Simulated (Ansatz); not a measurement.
Cells marked so need not be the phases stable at ambient conditions, and some may be hypothetical.

The gap is the functional's own, uncorrected, and κ follows it; spin-orbit coupling is left out. Mid-gap values are interpolated between the computed energies.

A. SiO2 (P4_32_12, not sure to be the ambient phase, 12 atoms a cell, 14.2 Å³ an atom), along the normal of (100)
B. CaZn(CO3)2 (R-3, not sure to be the ambient phase, 10 atoms a cell, 11.2 Å³ an atom, -6 GPa at this level), along the normal of (100)
C. Ba₂TaBiO₆ (Fm-3m, not sure to be the ambient phase, 10 atoms a cell, 16.4 Å³ an atom, -4 GPa at this level), along the normal of (111)
D. SrTe (Fm-3m, rock salt, not sure to be the ambient phase, 2 atoms a cell, 37.8 Å³ an atom), along the normal of (001)

Problem. Rank these by mid-gap decay constant of the slowest evanescent state (lowest first), as r2SCAN (Ansatz, an electronic-structure program) gives it.

Solution. D (0.17 1/Å), C (0.29 1/Å), B (0.45 1/Å), A (0.50 1/Å)
